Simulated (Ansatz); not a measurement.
The starting structures come from a database of crystals and need not be the phases stable at ambient conditions.

 Where the default PAW files enter, the runs use the earlier of Ansatz's two default sets.

Tunnelling through a barrier is set by its complex band structure: the current falls as exp(−2κd) with the smallest κ.

Consider the following.

```yaml
crystal:
  lattice:
    - [4.69147, 0.00000, 0.00000]
    - [-1.43700, 6.36006, 0.00000]
    - [-0.71850, 3.18003, 4.25767]
  atoms:
    - { symbol: Sc, position: [0.00000, 0.30968, 0.38064] }
    - { symbol: Sc, position: [0.00000, 0.69032, 0.61936] }
    - { symbol: Si, position: [0.59198, 0.77628, 0.00000] }
    - { symbol: Si, position: [0.40802, 0.22372, 0.00000] }
    - { symbol: O, position: [0.21341, 0.39328, 0.68520] }
    - { symbol: O, position: [0.78659, 0.60672, 0.31480] }
    - { symbol: O, position: [0.78659, 0.92152, 0.68520] }
    - { symbol: O, position: [0.21341, 0.07848, 0.31480] }
    - { symbol: O, position: [0.50000, 0.00000, 0.00000] }
    - { symbol: O, position: [0.71986, 0.39368, 0.00000] }
    - { symbol: O, position: [0.28014, 0.60632, 0.00000] }
```

Space group of this cell: C2/m. The cell is taken as given; by r2SCAN its mean pressure is -0.5 GPa.

Transport runs along the normal of the first two printed cell vectors.

The gap is the functional's own. No spin-orbit coupling. Mid-gap values are interpolated on the energy grid.

Problem. Compute, with r2SCAN run with Ansatz (a program for electronic structure), the band gap and the smallest decay constant κ at mid-gap.

Solution. Gap 4.92 eV on a 8×8×8 mesh; κ = 0.484 1/Å, at the zone centre.
